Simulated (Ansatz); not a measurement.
## GaPt$_{3}$ in the Cu3Au type structure (space group Pm-3m, No. 221; a cell from a computed database, its experimental status unchecked)

```cif
data_GaPt3
_chemical_formula_sum 'Ga1 Pt3'
_space_group_name_H-M_alt 'P 1'
_space_group_IT_number 1
_cell_length_a 3.89007
_cell_length_b 3.89007
_cell_length_c 3.89007
_cell_angle_alpha 90.000
_cell_angle_beta 90.000
_cell_angle_gamma 90.000
loop_
_space_group_symop_operation_xyz
  'x, y, z'
loop_
_atom_site_label
_atom_site_type_symbol
_atom_site_fract_x
_atom_site_fract_y
_atom_site_fract_z
_atom_site_occupancy
Ga1 Ga 0.50000 0.50000 0.50000 1
Pt1 Pt 0.50000 0.00000 0.00000 1
Pt2 Pt 0.00000 0.50000 0.00000 1
Pt3 Pt 0.00000 0.00000 0.50000 1
```

Level of theory: PBEsol in Ansatz (plane waves to 420 eV, PAW, no spin-orbit coupling). k-mesh 12×12×12 (Γ-centred); smearing 0.05 eV (Fermi–Dirac).

The volume per atom is 14.72 Å³ and the density is 18.48 g/cm³. The band gap is zero. The total energy is -10224.118 eV/atom (σ→0; compares only within this code and set-up).

No phonon test of stability was made. The base started in P4/mbm and relaxed to Pm-3m at this level. All final runs are without spin polarisation.

Ansatz is an electronic-structure program.
